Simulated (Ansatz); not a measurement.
The structure below was relaxed with Ansatz (a first-principles code), r2SCAN, PAW, cutoff 500 eV, spin-orbit coupling left out, at pressure −2 GPa.

```xyz
2
Lattice="0.0000 2.3268 2.3268 2.3268 0.0000 2.3268 2.3268 2.3268 0.0000" Properties=species:S:1:pos:R:3 pbc="T T T"
C      0.0000     0.0000     0.0000
Hf     2.3268     2.3268     2.3268
```

**Question.** Find the space group and the Wyckoff positions.

**Answer.** Space group Fm-3m (No. 225); a = b = c = 4.654 Å, α = β = γ = 90.00°

| atom | site | symmetry | x | y | z |
|---|---|---|---|---|---|
| C | 4a | m-3m | 0.0000 | 0.0000 | 0.0000 |
| Hf | 4b | m-3m | 0.5000 | 0.5000 | 0.5000 |

**Question.** Describe the coordination.

**Answer.** The crystal has 8 atoms in its conventional cell. Lattice parameters: a = b = c = 4.654 Å, α = β = γ = 90.00°. C is coordinated by 6 Hf at 2.327 Å (octahedral). Hf sees 6 C at 2.327 Å (octahedral). (Neighbours: up to the widest gap in distance over summed covalent radii, below 1.35, at either atom; cation-cation and far metal-metal contacts left out.)

Load acts through the strain it causes; cell and atoms are relaxed under it. Stability against distortions was not tested. The final runs are not spin-polarised. The cell was made from HfC in the rock salt structure (space group Fm-3m, No. 225) by this change: pressure −2 GPa.
